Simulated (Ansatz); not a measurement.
Element substitutions in Sn

Base system: Sn (space group I4_1/amd, No. 141).

```xyz
2
Lattice="-2.9166 2.9166 1.5790 2.9166 -2.9166 1.5790 2.9166 2.9166 -1.5790" Properties=species:S:1:pos:R:3 pbc="T T T"
Sn     0.0000     2.9166     0.7895
Sn     0.0000     0.0000     0.0000
```

Each row replaces one element on all its sites; cell and atoms are relaxed.

Calculations: Ansatz (a first-principles code) PBEsol, scalar-relativistic without spin-orbit coupling, earlier PAW set.

| change | shortest interatomic distance | c/a ratio | density |
|---|---|---|---|
| base | 3.022 Å | 0.541 | 7.34 g/cm³ |
| Sn → Zn | (withheld) | (withheld) | (withheld) |
| Sn → In | 3.035 Å | 0.527 | 7.16 g/cm³ |
| Sn → Ge | 2.653 Å | 0.547 | 6.57 g/cm³ |

Question: Some entries are withheld; estimate them.

Answer: 
- Sn → Zn, shortest interatomic distance: 2.501 Å
- Sn → Zn, c/a ratio: 0.493
- Sn → Zn, density: 6.76 g/cm³

No phonon test of stability was made. As relaxed here, Zn and In are hypothetical phases, not in the database extracts checked. For Ge in this form, whether it has been made was not checked. This is not the structure that Ge has at room temperature and ambient pressure.
